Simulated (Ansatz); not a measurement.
The starting structures come from a database of crystals and need not be the phases stable at ambient conditions.

 Where the default PAW files enter, the runs use the earlier of Ansatz's two default sets.

The decay constant κ of evanescent states in the gap governs leakage through a thin film.

Here is the system:

```xyz
8
Lattice="5.2686 0.0000 0.0000 0.0000 10.5916 0.0000 2.6343 5.2958 2.6343" Properties=species:S:1:pos:R:3 pbc="T T T"
Zn     0.0000     0.0000     0.0000
Cu     2.6343     2.6479     0.0000
Cu     2.6343     7.9437     0.0000
Ge     0.0000     5.2958     0.0000
S      3.9895     3.9470     1.2791
S      1.2791     6.6447     1.2791
S      3.9134     9.2428     1.3552
S      1.3552    11.9405     1.3552
```

Space group of this cell: I-42m. The cell is taken as given; by PBEsol its mean pressure is -0.8 GPa.

Transport runs along the normal of the first two printed cell vectors, the (100) plane of the conventional cell.

No gap correction and no spin-orbit coupling; mid-gap values are interpolated between computed energies.

**Question.** Predict the band gap and the smallest decay constant κ at mid-gap from PBEsol (Ansatz, a program for electronic structure).

**Answer.** Gap 0.42 eV on a 12×12×12 mesh; κ = 0.053 1/Å, at the zone centre.
